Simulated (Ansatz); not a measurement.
MoS2 (P-6m2, No. 187, 3 atoms in the cell; start mp-1023924; a measured phase of this formula has another space group), treated with r²SCAN0 (Ansatz, a quantum-chemistry and plane-wave program, PAW).

Run with plane-wave cutoff 520 eV, 9×9×2 k mesh (along the axes of the cell as run), Fermi–Dirac smearing 0.01 eV, no spin polarisation, scalar-relativistic PAW data made under PBE.

Cell (relaxed with PBEsol):

MoS₂ has the hexagonal space group P-6m2 (No. 187), Pearson symbol hP3. Conventional cell: a = b = 3.1406 Å, c = 17.3373 Å, α = β = 90.00°, γ = 120.00°. Mo on 1a has 6 S at 2.391 Å (trigonal prismatic). S on 2h is surrounded by 3 Mo at 2.391 Å (trigonal pyramidal). (Neighbours: up to the widest gap in distance over summed covalent radii, below 1.35, at either atom; cation-cation and far metal-metal contacts left out.)

### Question
Predict the band gap and Γ–Γ gap.

### Answer

- band gap = 3.01 eV (on the SCF k mesh)
- Γ–Γ gap = 4.62 eV

Note: cell and atoms aren't relaxed at this level (largest force component 0.27 eV/Å, pressure -0.2 GPa); the cell has widely spaced layers and the level no dispersion term, so their spacing and the moduli can rest on weak binding.

Spin–orbit coupling is not included.

Computed values are for the static lattice.

Cost on a shared machine: roughly 6 core-minutes.

A start named mp-… is a Materials Project structure, which need not be a measured phase.
